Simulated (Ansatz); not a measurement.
Cell and atoms of amorphous B24Te80:

```xyz
104
Lattice="14.2992 0.0000 0.0000 0.0000 14.2992 0.0000 0.0000 0.0000 14.2992" Properties=species:S:1:pos:R:3 pbc="T T T"
B      6.6761     8.5449    10.3664
B     11.8080     0.6856     7.0523
B     10.2067     4.5992     0.6859
B     13.0244     3.0146    11.2459
B     14.0868     5.3077     9.8910
B     13.7623    11.0177     0.7974
B      0.2884    10.7404     5.3469
B     12.9880     4.6801    11.1454
B      6.1804    13.3639     3.2850
B     13.0735    11.5478    13.5819
B      7.1665    10.0339     9.7924
B     14.0867     7.3212    12.3988
B      0.3678    11.1819    13.5900
B     11.9806     1.8923    11.8999
B      1.3219    10.4670    12.4634
B     14.2395     5.8271    11.6306
B      7.2375    10.3086     8.0959
B      1.7784     7.6005     5.0701
B     12.0741    12.9278    13.5099
B     12.3532    11.9150     0.7595
B      6.8151     2.4919    10.9785
B     13.1774     1.2760     6.3693
B      0.8296     4.2231     9.1753
B      6.7460     2.2006    12.6354
Te     1.0501     7.2923    14.2712
Te    12.9474     6.8639     8.7425
Te     1.9526    12.2743    11.2830
Te     1.2758     7.4460     7.3191
Te     8.8755     9.9735    13.5148
Te     5.7776     2.8862     4.1937
Te     5.9207    11.4146     4.4370
Te     1.9160     4.4801     7.2767
Te     7.8740     6.8038     5.4052
Te     2.7251     3.4748     0.3520
Te    10.3142     0.9815    10.7409
Te     7.5810     0.6961     3.9822
Te     2.8756     8.0792    10.2052
Te    10.1109     1.9525     6.4229
Te     9.6535    12.3293     9.1902
Te    13.6378     3.3240     5.5674
Te     5.5601     7.2732     8.8905
Te     5.2861     9.5822     7.1811
Te     4.3015     5.6660    13.6250
Te     8.7758     3.2237    10.1619
Te    12.0248    10.6157     8.0278
Te    11.0047     2.6885    13.8917
Te    12.2443     7.4800     5.1399
Te     4.9261    11.5276    12.8213
Te     6.9323     0.7156     7.3759
Te    13.8319     9.0931     1.8792
Te     0.4918    10.4406     7.5606
Te     4.4674     6.9868     2.3072
Te     2.0730     5.2439    10.9066
Te     8.6952     8.3253     2.1733
Te     1.3394     2.0027     3.5986
Te     3.9475    10.9605     9.7093
Te    13.9571     4.0702    13.1614
Te    11.3990    11.3409    12.0122
Te    12.6108    10.1679     4.4025
Te    11.7200     6.1160     1.2284
Te     2.8863     4.5923     3.0689
Te     0.1922     9.1084    11.0583
Te     7.9229    12.2283     6.9446
Te     3.6846     0.8938     5.5269
Te     0.4887    12.8910     4.6993
Te    13.3424     0.1585    12.4842
Te     8.5111    10.1858     4.3567
Te     5.5911     3.6519     7.4963
Te     7.3638     5.1868     3.0515
Te     2.1973     9.7732     4.6819
Te    11.0533     5.7769    11.1156
Te     0.6110     0.0606     7.1590
Te     6.1682     0.4259    10.0770
Te     6.3320    10.2108     0.6986
Te     9.8813     3.7402     2.7807
Te     8.9726     8.3223    10.1360
Te     6.4781     3.7803    14.2422
Te     7.5127    11.6527    11.3237
Te    11.9614    14.2551     4.8812
Te     3.8751    12.7522     7.3581
Te     1.3448    12.3950     0.9886
Te     8.4355     1.3367    13.9565
Te     3.1830    10.1278     1.7106
Te     0.3179     2.1536     9.8200
Te     0.0423     1.0796     0.8816
Te    12.9423     3.1740     2.6145
Te     7.1339    12.9343     1.3294
Te     5.1239     0.6763    13.2584
Te     8.5913     5.6855    13.9299
Te     3.0396     9.1754    13.2540
Te    11.9367     7.7051    13.0750
Te    11.2507    13.8762     1.1242
Te     8.2216     4.7895     7.2935
Te     5.4260     4.1581    10.3189
Te     2.8629     1.7873    12.0398
Te     3.3796     0.6324     9.2753
Te     6.4656     7.9636    12.5087
Te     3.9168     6.8296     5.1388
Te     4.0004    13.8504     3.1044
Te     8.9720     8.9513     7.3253
Te    12.2506    13.5922     8.7532
Te    11.4741     4.4390     7.2526
Te    10.4057    11.1574     1.5773
Te     0.3094     6.3606     3.9029
```

Computed with PBE, scalar-relativistic without spin-orbit coupling, PAW (Ansatz default set, large-core Te) (plane waves to 420 eV; Ansatz, an electronic-structure program).

Preparation: random packing, a CHGNet melt and quench, and a DFT relaxation. The hot cell started wider than the set density and was brought back towards it in steps. It is the lowest in DFT energy of 4 quenches. It is a model cell: composition and starting density were chosen by hand, and all elements were melted together. No dispersion term was used. Its density started from a set value of 5.95 and ended at 5.95 g/cm³. The quench (nominally 120 K/ps over its main leg) was far faster than any real one, so the model tends to hold more defects than a real film. One small periodic cell is one sample of the glass; other quenches scatter about these values. The volume was held where the preparation left it, at a PBE pressure of 2.4 GPa. Stress components on the final sampling reach 2.5 GPa. On a 2×2×2 Γ-centred mesh force components of up to 0.21 eV/Å stay, since the relaxation ran on the zone centre alone.

Neighbours within B-B 2.06 Å, B-Te 2.66 Å, Te-Te 3.20 Å count as bonded.

Problem. Give the coordination numbers, mean bond lengths and angles.

Solution. 
```yaml
Mean coordination of B: 4.29 (17 with 4, 7 with 5)
Mean coordination of Te: 2.79 (2 with 1, 26 with 2, 39 with 3, 13 with 4)
Mean Te-Te bond: 2.979 Å (spread 0.110 Å, 79 counted)
Mean B-Te bond: 2.283 Å (spread 0.058 Å, 65 counted)
Mean B-B bond: 1.710 Å (spread 0.064 Å, 19 counted)
Bond angle at B: mean 105.3°, spread 21.5°
Bond angle at Te: mean 98.9°, spread 29.1°
```
